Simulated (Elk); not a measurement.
Band structure of CoH (Fm-3m, 2 atoms in the cell).

```yaml
crystal:
  lattice:
    - [0.00000, 1.84296, 1.84296]
    - [1.84296, 0.00000, 1.84296]
    - [1.84296, 1.84296, 0.00000]
  atoms:
    - { symbol: Co, position: [0.00000, 0.00000, 0.00000], spin: 3.0 }
    - { symbol: H, position: [0.50000, 0.50000, 0.50000] }
```
(The spins are starting values, not results.)

Method: PBEsol, all-electron FP-LAPW, Elk's shipped species files, default APW+lo basis run with Elk 10.2.4.

Settings: xctype = 22; spinpol = true; stype = 0; swidth = 0.00734986 Ha; ngridk = 15 15 15; reducebf = 0.5; rmtscf = 0.85; nempty = 8 per atom; maxscl = 100; bfcmt = [[0.0, 0.0, -0.75], [0.0, 0.0, 0.0]].

The starting cell comes from a database of computed structures (which also holds hypothetical and non-ambient phases and stackings), without a prior relaxation at this level. With one magnetic atom in the cell only a parallel order is possible. Values depend on the basis (sphere radii, cutoffs, local orbitals), which need not be converged.

Levels in eV from the Fermi level, bands 6 to 13 of the first spin channel:
```csv
point,6,7,8,9,10,11,12,13
Γ,-2.66,-2.66,-1.59,-1.59,14.99,20.98,21.34,21.34
X,-0.87,-0.69,-0.69,0.28,3.89,10.92,10.93,14.82
W,-3.48,-1.83,-0.68,3.26,5.40,5.40,8.16,23.06
K,-2.64,-1.53,-0.94,2.54,3.70,6.30,13.24,15.78
L,-2.84,-2.84,-0.88,-0.88,3.90,12.63,21.02,21.02
U,-2.64,-1.53,-0.94,2.54,3.70,6.30,13.24,15.78
```

Bands cross the Fermi level along this path, so the cell is metallic at this level.

The net moment of the cell came out as 1.16 μB.
